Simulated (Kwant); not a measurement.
Model system: wire with an abrupt hard-wall neck in a GaAs two-dimensional gas. Effective mass 0.067 mₑ, grid spacing 3.3 nm, hard walls, nominal width 100 nm (31 grid rows, so walls 105.6 nm apart), one parabolic valley, scattering region 300 nm long along x; energies count from the band bottom; Fermi energy swept from 0.00028062 to 0.03601 eV. Central neck 53 nm wide and 120 nm long.

The device is made up for the run: typed textbook-type constants, with dimensions and the other settings drawn at random.

Computed with Kwant: effective-mass tight-binding model on a square grid, one spin, coherent transport at 0 K. Conductance is in e²/h.

Problem. How many channels do the leads carry at E = 14.8, 21.0, 27.2 meV?

Solution. The hard-wall thresholds are n² ħ²π²/(2mW²) = n² × 0.503 meV with W = 105.6 nm. √(14.8/0.503) = 5.42, so 5. √(21.0/0.503) = 6.46, so 6. √(27.2/0.503) = 7.35, so 7.
